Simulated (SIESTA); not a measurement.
A self-consistent single point of CaI2 (P-3m1, 3 atoms in the cell) with SIESTA.

Computed with GGA PBEsol with spin-orbit coupling, numerical atomic orbitals DZP, PseudoDojo PBEsol fully relativistic norm-conserving potentials (rewritten from UPF to PSML) run with SIESTA.

```yaml
crystal:
  lattice:
    - [4.52897, 0.00000, 0.00000]
    - [-2.26449, 3.92220, 0.00000]
    - [0.00000, 0.00000, 7.20983]
  atoms:
    - { symbol: Ca, position: [0.00000, 0.00000, 0.00000] }
    - { symbol: I, position: [0.33333, 0.66667, 0.24430] }
    - { symbol: I, position: [0.66667, 0.33333, 0.75570] }
```

Reference input (self-consistent single point, DFT, GGA PBEsol, numerical atomic orbitals DZP, PseudoDojo PBEsol standard norm-conserving potentials (rewritten from UPF to PSML)): XC.functional = GGA; XC.authors = PBEsol; potentials = PseudoDojo PBEsol standard; PAO.BasisSize = DZP; PAO.EnergyShift = 0.01 Ry; MeshCutoff = 400 Ry; kgrid.MonkhorstPack = 5 5 3; OccupationFunction = FD; ElectronicTemperature = 10 K; MaxSCFIterations = 150; SCF.Mixer.Method = Pulay; SCF.Mixer.Weight = 0.1. This run's input differs from it in these lines:

```diff
@@ -1,2 +1,2 @@
-# files in the folder: Ca.psml I.psml (PseudoDojo PBEsol standard)
+# files in the folder: Ca.psml I.psml (PseudoDojo PBEsol fully relativistic)
 SystemName  CaI2
@@ -35,2 +35,8 @@
 ElectronicTemperature        10 K
+Spin                         spin-orbit
+%block DM.InitSpin
+  1 0.00 0.00 0.00
+  2 0.00 0.00 0.00
+  3 0.00 0.00 0.00
+%endblock DM.InitSpin
```

Output, abridged:

```
        iscf     Eharris(eV)        E_KS(eV)     FreeEng(eV)     dDmax    Ef(eV) dHmax(eV)
   scf:    1    -1757.254361    -1756.489122    -1756.489122  0.745577 -2.553005  3.632266
     spin moment: {S} , |S| = {   -0.00000   -0.00000   -0.00000 }     0.00000
   scf:    2    -1756.580126    -1756.537333    -1756.537333  0.004992 -2.769770  3.062341
     spin moment: {S} , |S| = {    0.00000   -0.00000   -0.00000 }     0.00000
   scf:    3    -1756.631981    -1756.613839    -1756.613839  0.021550 -3.735918  0.614317
     spin moment: {S} , |S| = {    0.00000    0.00000    0.00000 }     0.00000
   [... lines left out ...]
     spin moment: {S} , |S| = {   -0.00000    0.00000    0.00000 }     0.00000
   scf:    7    -1756.627502    -1756.627452    -1756.627452  0.000179 -4.118493  0.005092
     spin moment: {S} , |S| = {    0.00000    0.00000   -0.00000 }     0.00000
   scf:    8    -1756.627488    -1756.627452    -1756.627452  0.000070 -4.115697  0.002132
     spin moment: {S} , |S| = {    0.00000    0.00000   -0.00000 }     0.00000
   scf:    9    -1756.627443    -1756.627452    -1756.627452  0.000021 -4.116582  0.000140
     spin moment: {S} , |S| = {   -0.00000   -0.00000   -0.00000 }     0.00000
SCF Convergence by DM+H criterion
max |DM_out - DM_in|         :     0.0000213920
max |H_out - H_in|      (eV) :     0.0001402120
SCF cycle converged after 9 iterations

Using DM_out to compute the final energy and forces

siesta: E_KS(eV) =            -1756.6275

siesta: E_KS - E_eggbox =     -1756.6275

siesta: Atomic forces (eV/Ang):
     1   -0.000000   -0.000000   -0.000000
     2    0.000006   -0.000003    0.332475
     3   -0.000006    0.000003   -0.332475
   Tot    0.000000   -0.000000    0.000000
   Max    0.332475
   Res    0.156730    sqrt( Sum f_i^2 / 3N )
   Max    0.332475    constrained

Stress tensor Voigt[x,y,z,yz,xz,xy] (kbar):        1.92        1.92        2.81        0.00       -0.00        0.00
(Free)E + p*V (eV/cell)    -1756.8047
Target enthalpy (eV/cell)    -1756.6275

   [... lines left out ...]
siesta: FreeEng =     -1756.627452
siesta: Cell volume =        128.072102 Ang**3
siesta:          -2.21765249          2.89428013  kBar
   [... lines left out ...]

Mulliken Atomic Populations:
Atom #   charge [q] valence [e]           S      Sx [e]      Sy [e]      Sz [e]  Species
     1     0.182261    9.817739    0.000000   -0.000000   -0.000000   -0.000000  Ca
     2    -0.091130    7.091130    0.000000   -0.000000   -0.000000    0.000000  I
     3    -0.091130    7.091130    0.000000   -0.000000   -0.000000    0.000000  I
 Total     0.000000                0.000000   -0.000000   -0.000000    0.000000
```

The run converged in 9 iterations. Against the reference run the pressure hardly changes (-0.27 to -0.22 GPa), the largest force goes from 0.319 to 0.332 eV/Å and the gap on the mesh goes from 4.367 to 4.090 eV. The full log also holds: “initDM: WARNING: atom 1 has a closed-shell and cannot be polarized”.

The starting cell comes from a database of computed structures (which also holds hypothetical and non-ambient phases and stackings), without a prior relaxation at this level. Values carry the incompleteness of an atom-centred basis. The basis of the alkali or alkaline-earth atoms may lack their empty d shell, which can raise the gap.
